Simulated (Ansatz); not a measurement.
Take CuI in the zinc blende structure (space group F-43m, No. 216) as the base.

```
CuI
1.0
    0.00000     2.96966     2.96966
    2.96966     0.00000     2.96966
    2.96966     2.96966     0.00000
Cu I
1 1
Direct
  0.00000   0.00000   0.00000
  0.25000   0.25000   0.25000
```

Method: PBEsol (Ansatz, a program for electronic structure, PAW, spin-orbit coupling left out).

Strains are applied to the cell and any free atomic positions relax.

One change was made to it. Results:

```tsv
quantity	base	after
pressure	0.00 GPa	5.72 GPa
hole mass (degenerate bands, along [100])	0.20, 0.64, 0.64 mₑ (at Γ)	0.20, 0.53, 0.53 mₑ (at Γ)
band gap	1.17 eV	1.45 eV
```

Q: What was done to the base?
A. isotropic strain −2.50 %
B. isotropic strain −1.00 %
C. isotropic strain −3.00 %

A: C, isotropic strain −3.00 %. For comparison, the band gap in the other runs: isotropic strain −2.50 % gives 1.40 eV; isotropic strain −1.00 % gives 1.26 eV.

With I present, leaving out spin-orbit coupling can change the band edges. Masses are band curvatures over ±0.01 Å⁻¹ around the edge. No phonon test of stability was made. The final runs are not spin-polarised.
